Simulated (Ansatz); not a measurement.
The starting structures come from a database of crystals and need not be the phases stable at ambient conditions.

 Where the default PAW files enter, the runs use the earlier of Ansatz's two default sets.

Given:

```yaml
crystal:
  lattice:
    - [3.99359, 0.00000, 0.00000]
    - [-1.99680, 3.45855, 0.00000]
    - [0.00000, 0.00000, 6.58611]
  atoms:
    - { symbol: Ga, position: [0.33333, 0.66667, 0.99998] }
    - { symbol: Ga, position: [0.66667, 0.33333, 0.49998] }
    - { symbol: As, position: [0.33333, 0.66667, 0.37402] }
    - { symbol: As, position: [0.66667, 0.33333, 0.87402] }
```

Space group of this cell: P6_3mc, wurtzite. The cell is taken as given.

Method: r2SCAN (plane waves, PAW; Ansatz, a program for electronic structure).

The current runs along the normal of the first two printed vectors; no spin-orbit coupling. Scaled by the factor s: all lengths (ions clamped). Meshes 12×12×6 and 12×12 across the current in all rows.

```csv
s,mean pressure (GPa),slowest mid-gap decay constant κ (1/Å)
0.98,5.0,0.080
1.00,0.0,0.059
1.02,-3.7,?
```

Task: Take the slope of the slowest mid-gap decay constant κ against ln s from the two given rows, extrapolate to s = 1.02, and say what the run there gives.

Result: Slope = (0.080 − 0.059) / ln 0.98 = -1.04 1/Å. The line gives 0.059 + (-1.04) × ln 1.02 = 0.038 1/Å. The run gives 0.035 1/Å, 0.003 1/Å under the line, 17 % of the predicted step.
